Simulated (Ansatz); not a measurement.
The starting structures come from a database of crystals and need not be the phases stable at ambient conditions.

Inside the gap of an insulator the Bloch states are evanescent, with a wavenumber k + iκ along the transport direction.

Input:

```
CELL_PARAMETERS angstrom
      6.04827     0.00000     0.00000
      0.00000    13.44234     0.00000
      0.00000     6.72117     3.88047
ATOMIC_POSITIONS crystal
  Bi 0.23993 0.34494 0.45764
  Bi 0.23993 0.80258 0.04990
  Bi 0.23993 0.85248 0.49246
  Bi 0.73993 0.19742 0.45764
  Bi 0.73993 0.14752 0.04990
  Bi 0.73993 0.65506 0.49246
  Bi 0.24662 0.33333 0.00000
  Bi 0.74662 0.66667 0.00000
  O  0.54201 0.49588 0.08551
  O  0.54201 0.58139 0.34134
  O  0.54201 0.92273 0.57315
  O  0.04201 0.41861 0.08551
  O  0.04201 0.07727 0.34134
  O  0.04201 0.50412 0.57315
  O  0.36022 0.74834 0.38606
  O  0.36022 0.13440 0.98286
  O  0.36022 0.11726 0.63108
  O  0.86022 0.86560 0.38606
  O  0.86022 0.88274 0.98286
  O  0.86022 0.25166 0.63108
```

Space group of this cell: P31c. The cell is taken as given; by PBEsol its mean pressure is -1.0 GPa.

Transport runs along the normal of the first two printed cell vectors, the (110) plane of the conventional cell.

No gap correction and no spin-orbit coupling; mid-gap values are interpolated between computed energies.

### Question
Estimate the band gap and the smallest decay constant κ at mid-gap that PBEsol in Ansatz (a first-principles code) returns for this system.

### Answer
Gap 1.53 eV on a 6×8×8 mesh; κ = 0.228 1/Å, at the zone centre.
